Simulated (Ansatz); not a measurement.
The parent structure is HfO2 in the fluorite structure (space group Fm-3m, No. 225).

```
CELL_PARAMETERS angstrom
      0.00000     2.52923     2.52923
      2.52923     0.00000     2.52923
      2.52923     2.52923     0.00000
ATOMIC_POSITIONS crystal
  Hf 0.00000 0.00000 0.00000
  O  0.25000 0.25000 0.25000
  O  0.75000 0.75000 0.75000
```

Calculations: r2SCAN (Ansatz, an electronic-structure program; PAW; 500 eV plane waves; no spin-orbit coupling).

Base values:

| Property | Result |
|---|---|
| Volume per atom | 10.79 Å³ |
| Band gap | 4.30 eV |
| Hole mass | 0.28 mₑ along k, 2.9 mₑ across (at X) |

The change: a hydrostatic pressure of 50 GPa.

### Question
Predict the new volume per atom.

### Answer
The volume per atom decreases by 1.395 Å³ to 9.39 Å³.

### Question
Predict the new band gap.

### Answer
The band gap goes up by 0.355 eV to 4.66 eV.

### Question
Predict the new hole mass.

### Answer
The hole mass becomes 0.28 mₑ along k, 2.6 mₑ across (at X) (base: 0.28 mₑ along k, 2.9 mₑ across (at X)).

Spin-orbit coupling, missing from the scalar runs, can matter with Hf. Load acts through the strain it causes; cell and atoms are relaxed under it. Effective masses come from finite differences of ±0.01 Å⁻¹. Along k means along the line from Γ to the band edge. Stability against distortions was not tested. No other phases were tried under pressure. This is not the structure that HfO2 has at room temperature and ambient pressure.
